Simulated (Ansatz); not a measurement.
Consider Ga-vacancy pair (Ga on one host In site, one In site vacant) in zinc-blende InP, charge state -3. The step: a nearby In atom hops onto the vacant site (Ga-vacancy distance between ideal sites 4.21 Å throughout); the atom moves 3.90 Å along (0.46, 0.46, 0.00) of the unit cell; the moving atom starts with neighbours P at 2.57, 2 P at 2.61, P at 2.63 Å and ends with P at 2.56, 2 P at 2.62, P at 2.64 Å. A PBE band in Ansatz (plane-wave PAW, one k-point at (0.250, 0.250, 0.250), 64 host sites, 100 SCF runs with any check of the saddle's order, static, no finite-size correction) gives a forward barrier of 1.45 eV. The saddle point's order was not checked. The charge state is imposed; whether it is stable for some Fermi level was not computed. Forms of the defect that were not tried may lie lower.

Single points at the band's start and saddle point can refine it. Rough cost of one point, in units of the band's mean SCF on the same machine:

| Level | Cost of one point |
|---|---|
| PBE, a 2×2×2 k-point mesh shifted by half a step | about 4 |
| r2SCAN at 500 eV, one k-point at (0.250, 0.250, 0.250) | about 2 |

Q: Which of these move the barrier by more than 0.1 eV, and how far does each move it?

A: PBE, a 2×2×2 k-point mesh shifted by half a step: +0.08 eV; r2SCAN at 500 eV, one k-point at (0.250, 0.250, 0.250): +0.16 eV. Each functional is compared with PBE at the same k-points.

Ansatz is a quantum-chemistry and plane-wave program.
